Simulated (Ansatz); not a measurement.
Seebeck coefficient (μV/K, mean over directions) of n-type monolayer PtS2 against carrier density, HSE06, rigid bands (Ansatz, a first-principles code). Computed gap 2.58 eV; densities at which minority carriers matter at this gap, or further valleys turn the trend, are left out. Conductivity mass 0.39 mₑ (harmonic mean over directions), N_c = 2.8e13 cm⁻² at 300 K.

```tsv
electron density	300 K	500 K
1.9e9 cm⁻²	-995	[?]
1.9e10 cm⁻²	-796	-848
1.9e11 cm⁻²	-598	-649
5.6e11 cm⁻²	-503	-555
1.9e12 cm⁻²	-399	-451
5.6e12 cm⁻²	-305	-357
1.9e13 cm⁻²	-202	[?]
5.6e13 cm⁻²	-114	-165
1.9e14 cm⁻²	-57	-89
```

**Question.** What belongs in the gaps?

**Answer.** 
- 1.9e9 cm⁻², 500 K: -1046
- 1.9e13 cm⁻², 500 K: -254

Rigid bands with a gap fixed in temperature, one relaxation time for all states, no polarons or phonon drag, and whether or not such doping can be reached. Spin-orbit coupling is left out; with 5d elements it also splits d-like band edges. Geometry: cell and atoms relaxed with PBE.

Model free-standing layer, not matched to a measured one here: monolayer PtS2.
